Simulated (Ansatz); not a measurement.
Take SnO in the litharge type structure (space group P4/nmm, No. 129; layered, stacked along the Cartesian z axis) as the base.

```
SnO
1.0
    3.83618     0.00000     0.00000
    0.00000     3.83618     0.00000
    0.00000     0.00000     4.75736
Sn O
2 2
Cartesian
  1.91809   0.00000   1.15809
  0.00000   1.91809   3.59927
  0.00000   0.00000   0.00000
  1.91809   1.91809   0.00000
```

Cartesian axes are those of the cell as printed.

Level of theory: PBE-D3(BJ) (Ansatz, an electronic-structure program), no spin-orbit coupling, earlier PAW set.

Base values:

```
Item             Value
-------------  -------
Gap character   absent
Pressure       0.0 GPa
Band gap          zero
```

It is then changed as follows: the cell is stretched by 4.02 % along z with no lateral relaxation, atoms relaxed at fixed cell.

Estimate the effect on the gap character.

The gap character changes from absent to indirect, Γ → M.

What does the calculation give for the pressure after the change?

The pressure (mean of the normal stresses, compression positive) goes from zero to -0.7 GPa.

What happens to the band gap?

The band gap becomes 0.20 eV (base: zero).

The cells carry an imposed strain or load. Stability against distortions was not tested. All final runs are without spin polarisation. A zero or small gap of SnO can be the functional's error rather than a property of the material.
